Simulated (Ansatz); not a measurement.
Input:

```xyz
5
Lattice="4.2062 0.0000 0.0000 0.0000 4.2062 0.0000 0.0000 0.0000 4.2062" Properties=species:S:1:pos:R:3 pbc="T T T"
Ba     2.1031     2.1031     2.1031
Hf     0.0000     0.0000     0.0000
O      0.0000     2.1031     0.0000
O      2.1031     0.0000     0.0000
O      0.0000     0.0000     2.1031
```

No spin polarisation.

0.223 electrons added to each cell, a density of 3.0×10^21 cm⁻³, with a uniform compensating background at fixed cell and a 300 K Fermi–Dirac width.

The values are results of plane-wave PAW DFT at the PBE level (Ansatz, an electronic-structure program, 420 eV), scalar-relativistic without spin-orbit coupling, not measurements. Γ-centred 11×11×11 mesh, Fermi–Dirac width 0.0259 eV.

### Question
What is the computed Fermi level relative to the doped band's edge (positive inside the band; to 0.05 eV)?

### Answer
+0.45 eV.

### Question
What is the computed gap between the host's bands?

### Answer
3.73 eV.

### Question
Estimate the gap character.

### Answer
Indirect, R → Γ.

Charged cell with a jellium background: band edges are those of the host's band count, energies are not comparable with the neutral cell, and many-body gap narrowing is missing. With Hf present, leaving out spin-orbit coupling can change the band edges. No phonon test of stability was made. The cell was made from BaHfO₃ in the cubic perovskite structure (space group Pm-3m, No. 221) by this change: electrons 3.0×10^21 cm⁻³.
